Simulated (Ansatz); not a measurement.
Calculation: PBE (plane waves to 420 eV, PAW; Ansatz, a program for electronic structure).

Electrostatic potential energy of an electron, averaged over planes parallel to the surface, in eV from the Fermi level, for a constructed model of the (0001) surface of hcp Ti, a layer of Mg in place of the second plane (bottom of the slab: a bare face, its two planes held):

(z (Å), V (eV)): (3.72, 4.42); (4.01, 4.41); (4.30, 4.41); (4.58, 4.40); (4.87, 4.37); (5.16, 4.33); (5.44, 4.25); (5.73, 4.10); (6.02, 3.82); (6.30, 3.30); (6.59, 2.38); (6.88, 0.77); (7.16, -2.23); (7.45, -7.26); (7.73, -11.39); (8.02, -12.90); (8.31, -11.60); (8.59, -7.66); (8.88, -2.67); (9.17, -0.33); (9.45, -1.47); (9.74, -5.98); (10.03, -10.53); (10.31, -12.62); (10.60, -11.88); (10.89, -8.33); (11.17, -3.29); (11.46, -0.34); (11.74, -0.67); (12.03, -4.40); (12.32, -9.35); (12.60, -12.28); (12.89, -12.38); (13.18, -9.69); (13.46, -4.96); (13.75, -1.28); (14.04, -1.37); (14.32, -5.19); (14.61, -9.85); (14.90, -12.41); (15.18, -12.24); (15.47, -9.24); (15.76, -4.17); (16.04, -0.15); (16.33, 1.06); (16.61, 0.32); (16.90, -2.27); (17.19, -7.77); (17.47, -13.35); (17.76, -13.23); (18.05, -7.53); (18.33, -2.11); (18.62, 0.38); (18.91, 0.97); (19.19, -0.48); (19.48, -4.83); (19.77, -9.78); (20.05, -12.54); (20.34, -12.50); (20.62, -9.72); (20.91, -4.89); (21.20, -0.60); (21.48, 1.54); (21.77, 2.76); (22.06, 3.44); (22.34, 3.82); (22.63, 4.03); (22.92, 4.14); (23.20, 4.20); (23.49, 4.23); (23.78, 4.24); (24.06, 4.25); (24.35, 4.26); (24.64, 4.26)

Set-up: 6 atoms, 11.4 Å thick at the start; mesh 15x15x1; 0.1 eV smearing; dipole correction on; 2 atoms held, the rest relaxed; symmetry of the start imposed; no spin, no spin-orbit, no U. It is one candidate, not shown to be the stable structure of the face.

The vacuum level lies 4.26 eV above the Fermi level over the top face and 4.42 eV above it under the bottom face.
